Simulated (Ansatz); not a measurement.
AlAs (model structure, started from the BN type, Pm-3n, No. 223, 12 atoms in the cell) was calculated with LDA in Ansatz (PAW).

Settings: plane-wave cutoff 520 eV, 6×6×6 k mesh, Fermi–Dirac smearing 0.01 eV, scalar-relativistic PAW data made under PBE.

Cell (relaxed at this level):

```cif
data_Al6As6
_chemical_formula_sum 'Al6 As6'
_space_group_name_H-M_alt 'P 1'
_space_group_IT_number 1
_cell_length_a 6.92682
_cell_length_b 6.92682
_cell_length_c 6.92682
_cell_angle_alpha 90.000
_cell_angle_beta 90.000
_cell_angle_gamma 90.000
loop_
_space_group_symop_operation_xyz
  'x, y, z'
loop_
_atom_site_label
_atom_site_type_symbol
_atom_site_fract_x
_atom_site_fract_y
_atom_site_fract_z
_atom_site_occupancy
Al1 Al 0.25000 0.00000 0.50000 1
Al2 Al 0.50000 0.25000 0.00000 1
Al3 Al 0.50000 0.75000 0.00000 1
Al4 Al 0.75000 0.00000 0.50000 1
Al5 Al 0.00000 0.50000 0.75000 1
Al6 Al 0.00000 0.50000 0.25000 1
As1 As 0.25000 0.50000 0.00000 1
As2 As 0.00000 0.25000 0.50000 1
As3 As 0.00000 0.75000 0.50000 1
As4 As 0.75000 0.50000 0.00000 1
As5 As 0.50000 0.00000 0.75000 1
As6 As 0.50000 0.00000 0.25000 1
```

Give the computed band gap and Γ–Γ gap.


* **band gap**: 1.14 eV (on the SCF k mesh)
* **Γ–Γ gap**: 1.37 eV

Note: the relaxation could raise the start's symmetry but not lower it, so the cell can be a saddle point.

Spin–orbit coupling is not included.

The computed numbers hold no vibrational or temperature effects.

A model structure was made by putting elements into a prototype or built by hand; it is no filed structure, need not be a known phase, and can be a saddle point held by its symmetry.

Ansatz is an electronic-structure program.
